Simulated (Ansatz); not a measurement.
Take a 16-atom supercell of InAgTe₂ in the chalcopyrite structure (space group I-42d, No. 122) at its relaxed geometry as the base.

```
InAgTe2
1.0
   -6.43108     6.43108     0.00000
    3.21554     3.21554     6.38368
    3.21554     3.21554    -6.38368
Ag In Te
4 4 8
Direct
  0.25000   0.50000   0.00000
  0.75000   0.00000   0.50000
  0.00000   0.00000   0.00000
  0.50000   0.50000   0.50000
  0.75000   0.50000   0.00000
  0.25000   0.00000   0.50000
  0.00000   0.50000   0.50000
  0.50000   0.00000   0.00000
  0.99563   0.12063   0.37063
  0.49563   0.62063   0.87063
  0.00437   0.62937   0.87937
  0.50437   0.12937   0.37937
  0.74563   0.62937   0.37937
  0.24563   0.12937   0.87937
  0.25437   0.62063   0.37063
  0.75437   0.12063   0.87063
```

The values are results of plane-wave PAW DFT at the PBEsol level (Ansatz, a program for electronic structure, 420 eV), no spin-orbit coupling, not measurements.

Before the change:

The pressure comes out as 0.0 GPa.

The change: one In atom is replaced by Te, atoms relaxed at fixed cell, starting from a slightly rattled geometry.

Task: Predict the new largest displacement of a host atom from its site in the perfect cell, shift of the substituted atom off its lattice site and pressure.

Result: The largest displacement of a host atom from its site in the perfect cell amounts to 0.62 Å; the shift of the substituted atom off its lattice site comes out as 1.10 Å; the pressure remains 0.0 GPa.

The cell is small, so the values are those of an ordered compound at a high defect concentration; dilute-limit values will differ. The mesh was chosen for an insulator and is coarse for the gapless case. All final runs are without spin polarisation. The defect cell is not spin-polarised.
